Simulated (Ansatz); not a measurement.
The parent structure is InHO2 (space group Pnnm, No. 58; a = 4.521 Å, b = 5.282 Å, c = 3.287 Å; a cell from a computed database, its experimental status unchecked).

The change: hydrostatic tension (pressure −1 GPa).

Levels (all Ansatz, a program for electronic structure, PAW): PBEsol (420 eV, no spin-orbit coupling); HSE06 (420 eV, no SOC).

The geometry is relaxed with PBEsol.

| Quantity | Value |
|---|---|
| PBEsol band gap | 1.94 eV |

### Question
How does going to HSE06 change the band gap?

### Answer
The band gap goes up by 1.67 eV (1.94 eV → 3.61 eV).

Single points use the geometry relaxed with PBEsol. Load acts through the strain it causes; cell and atoms are relaxed under it. Whether these cells are dynamically stable was not tested.
